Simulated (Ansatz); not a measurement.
## GaSb: isotropic strain +2.50 %

Start from GaSb in the zinc blende structure (space group F-43m, No. 216; a = 6.049 Å).

Modification: every lattice vector is stretched by 2.50 %, atoms relaxed at fixed cell.

Calculations: LDA (Ansatz, a quantum-chemistry and plane-wave program, PAW, scalar-relativistic without spin-orbit coupling). Settings: 13×13×13 k-points, 0.05 eV Fermi–Dirac smearing.

```tsv
quantity	base	changed	shift
volume per atom	27.66 Å³	29.79 Å³	+2.13 Å³
space group	F-43m (No. 216)	F-43m (No. 216)	–
shortest interatomic distance	2.619 Å	2.685 Å	+0.0655 Å
energy relative to the base (free energy F)	0 meV/atom	+25 meV/atom	+25 meV/atom
pressure	0.0 GPa	-3.5 GPa	-3.5 GPa
band gap (uncertain: the Fermi level lies in a band; the base alone)	0.07 eV	zero	–
```

Spin-orbit coupling, missing from the scalar runs, can matter with Sb. Stability against distortions was not tested. The final runs are not spin-polarised. A zero or small gap of GaSb can be the functional's error rather than a property of the material.
